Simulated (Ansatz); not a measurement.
The starting structures come from a database of crystals and need not be the phases stable at ambient conditions.

 Where the default PAW files enter, the runs use the earlier of Ansatz's two default sets.

**Evanescent states of LiH₂N (I-4, not sure to be the ambient phase, 16 atoms a cell, 7.8 Å³ an atom) along the normal of (001)**

The numbers are results of PBEsol (plane waves, PAW; Ansatz, a first-principles code), not measurements.

No gap correction and no spin-orbit coupling; mid-gap values are interpolated between computed energies.

Energies count from the valence-band top; κ is the least over a 6×6 mesh across the current.

```tsv
E (eV)	κ (1/Å)	where
0.08	0.241	Γ
0.24	0.281	Γ
0.40	0.309	Γ
0.56	0.329	Γ
0.72	0.343	Γ
0.88	0.352	Γ
1.04	0.358	Γ
1.20	0.361	Γ
1.36	0.362	Γ
1.52	0.359	Γ
1.68	0.354	Γ
1.84	0.347	Γ
2.00	0.337	Γ
2.16	0.324	Γ
2.32	0.308	Γ
2.48	0.288	Γ
2.64	0.263	Γ
2.80	0.232	Γ
2.96	0.191	Γ
3.12	0.131	Γ
```

**Question.** How thick must the barrier be to attenuate the transmission by 10^6 when the electrodes' Fermi level lies at 1.52 eV, and what attenuation does that film give at 0.08 eV?

**Answer.** d = 6 ln 10 / (2 × 0.359) = 19.2 Å. At 0.08 eV it gives 6 × 0.241/0.359 = 4.0 decades.
